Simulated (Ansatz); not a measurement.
Where the default PAW files enter, the runs use the earlier of Ansatz's two default sets.

Input:

```xyz
6
Lattice="3.5580 0.0000 0.0000 0.0000 3.5580 0.0000 0.0000 0.0000 5.1719" Properties=species:S:1:pos:R:3 pbc="T T T"
Hf     1.7790     1.7790     2.5859
Hf     0.0000     0.0000     0.0000
O      0.0000     1.7790     3.6059
O      0.0000     1.7790     1.0199
O      1.7790     0.0000     4.1519
O      1.7790     0.0000     1.5660
```

Space group of this cell: P4_2/nmc. The cell is taken as given; by r2SCAN its mean pressure is 4.2 GPa.

The numbers are results of r2SCAN (plane waves, PAW; Ansatz, an electronic-structure program), not measurements.

The current runs along the normal of the first two printed vectors; no spin-orbit coupling. Scaled by the factor s: the length along the current (ions clamped). Meshes 8×8×6 and 8×8 across the current in all rows.

```json
[
 {"s": "0.97", "mean pressure (GPa)": "12.5", "band gap (eV)": "?"},
 {"s": "1.00", "mean pressure (GPa)": "4.2", "band gap (eV)": "5.31"},
 {"s": "1.03", "mean pressure (GPa)": "-2.9", "band gap (eV)": "5.13"}
]
```

### Question
Take the slope of the band gap against ln s from the two given rows, extrapolate to s = 0.97, and say what the run there gives.

### Answer
Slope = (5.13 − 5.31) / ln 1.03 = -6.09 eV. The line gives 5.31 + (-6.09) × ln 0.97 = 5.50 eV. The run gives 5.06 eV, 0.44 eV under the line, 235 % of the predicted step.
